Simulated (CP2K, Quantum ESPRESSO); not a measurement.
# Pressure against volume in zinc-blende GaN (space group 216) (CP2K, PBE)

```yaml
crystal:
  lattice:
    - [3.13929, 0.00000, 0.00000]
    - [1.56965, 2.71871, 0.00000]
    - [1.56965, 0.90624, 2.56322]
  atoms:
    - { symbol: Ga, position: [0.00000, 0.00000, 0.00000] }
    - { symbol: N, position: [0.75000, 0.75000, 0.75000] }
```

Method of the run: PBE, GPW, DZVP-MOLOPT-SR-GTH basis, GTH-PBE potentials (GTH_POTENTIALS) run with CP2K. Settings: CUTOFF = 780 Ry; REL_CUTOFF = 50 Ry; SMEAR/METHOD = FERMI_DIRAC; ELECTRONIC_TEMPERATURE = 116.05 K; KPOINTS/SCHEME = MONKHORST-PACK 12 12 12; GAMMA_CENTERED = T; XC_FUNCTIONAL = PBE; Ga/BASIS_SET = DZVP-MOLOPT-SR-GTH; Ga/POTENTIAL = GTH-PBE-q13; N/BASIS_SET = DZVP-MOLOPT-SR-GTH; N/POTENTIAL = GTH-PBE-q5; METHOD = GPW; EPS_DEFAULT = 1e-10; NGRIDS = 5; SCF_GUESS = ATOMIC; EPS_SCF = 1e-07. The cell above is the first row's. The rows scale it uniformly. In all rows fractional positions and the k mesh are held.

| V (Å^3/atom) | P (GPa) |
|---|---|
| 10.938 | ? |
| 11.176 | 12.44 |
| 11.414 | 7.96 |
| 11.652 | 3.94 |
| 11.889 | 0.29 |
| 12.127 | -2.94 |
| 12.365 | -5.85 |
| 12.603 | -8.45 |
| 12.841 | -10.77 |

The 8 complete rows are fitted with a cubic, P against V. With u = V - 12.0, the rows have u = -0.8240, -0.5860, -0.3480, -0.1110, 0.1270, 0.3650, 0.6030, 0.8410. Least squares gives P = -1.253 - 13.7166·u + 3.1924·u² - 0.4003·u³. Residuals (row less fit): -0.001, -0.002, 0.016, -0.019, 0.004, 0.004, 0.001, -0.001; standard error 0.013 (degrees of freedom: 4). The fitted pressure is zero at V0 = 11.91, where dP/dV = -14.30, so B0 = -V0·dP/dV = 170 GPa.

Q: Predict the withheld P at V = 10.938 from the fit, and compare with the calculation.

A: u = -1.0620, so P = -1.253 - 13.7166 × (-1.0620) + 3.1924 × (-1.0620)² - 0.4003 × (-1.0620)³ = 17.394 GPa. The calculation gives 17.44 GPa, 0.046 GPa above the prediction (0.2 % of the range of P in the table). The row lies outside the fitted rows, so this is an extrapolation. From the scatter of the fitted rows alone, a prediction at this place has a standard error of 0.035 GPa, so the miss is 1.3 times that.

Carrying the step between the two nearest rows on in a straight line would have given 16.92, off by 0.52; series whose last step already gives the withheld value aren't shown. The scan was laid around a cell of about the measured size, scaled by a guess for this functional. This is a metastable polymorph. The runs keep the symmetry of the cell, so they don't test it for distortions. A plane-wave scan with the same functional (Quantum ESPRESSO, GBRV) gives V0 = 11.79 Å^3/atom and B0 = 171 GPa; a Birch-Murnaghan fit to all rows here lies 1.0 % from it in V0 and -1 % in B0; the two differ in basis, and may differ in potentials and mesh. Values carry the incompleteness of an atom-centred basis. Cutoffs and mesh are single choices, not tested for convergence of this quantity. Series with a scatter that would blur these digits, or in which a gap closes, are not shown.
